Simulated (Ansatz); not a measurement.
The structure below was relaxed with Ansatz (a quantum-chemistry and plane-wave program) PBEsol, no spin-orbit coupling.

```xyz
2
Lattice="0.0000 2.6605 2.6605 2.6605 0.0000 2.6605 2.6605 2.6605 0.0000" Properties=species:S:1:pos:R:3 pbc="T T T"
Ag     0.0000     0.0000     0.0000
F      1.3303     1.3303     1.3303
```

Question: Find the space group and the Wyckoff positions.

Answer: Space group F-43m (No. 216); a = 5.321 Å, b = 5.321 Å, c = 5.321 Å, α = 90.00°, β = 90.00°, γ = 90.00°

```json
[
 {"atom": "Ag", "site": "4a", "symmetry": "-43m", "x": "0.0000", "y": "0.0000", "z": "0.0000"},
 {"atom": "F", "site": "4d", "symmetry": "-43m", "x": "0.7500", "y": "0.7500", "z": "0.7500"}
]
```

Whether these cells are dynamically stable was not tested. No Hubbard U is applied, and correlation can decide whether such a compound is a metal. All final runs are without spin polarisation. The cell was made from AgI by this change: I → F; the result is a hypothetical phase, not in the database extracts checked.
